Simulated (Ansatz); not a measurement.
Given:

```yaml
crystal:
  lattice:
    - [3.97337, 0.00000, 0.00000]
    - [-1.98669, 3.44104, 0.00000]
    - [0.00000, 0.00000, 6.23997]
  atoms:
    - { symbol: La, position: [0.33333, 0.66667, 0.24894] }
    - { symbol: La, position: [0.66667, 0.33333, 0.75106] }
    - { symbol: O, position: [0.00000, 0.00000, 0.00000] }
    - { symbol: O, position: [0.33333, 0.66667, 0.64495] }
    - { symbol: O, position: [0.66667, 0.33333, 0.35505] }
```

No spin polarisation.

A single point on La2O3 with a change (isotropic strain +0.84 %), its geometry relaxed with PBE.

Level of theory: r2SCAN, PAW, 500 eV (Ansatz, a program for electronic structure; no spin-orbit coupling). Settings: 10×10×6 k-points, 0.05 eV Fermi–Dirac smearing.

Q: What is the computed band gap?

A: 4.16 eV.

Q: What pressure does the calculation give?

A: -42.0 kbar.

Q: Predict the gap character.

A: Indirect, L → K.

Q: Estimate the smallest direct gap.

A: 4.34 eV.

Single points use the geometry relaxed with PBE. Whether these cells are dynamically stable was not tested. The cell was made from La$_{2}$O$_{3}$ (space group P-3m1, No. 164) by this change: isotropic strain +0.84 %.
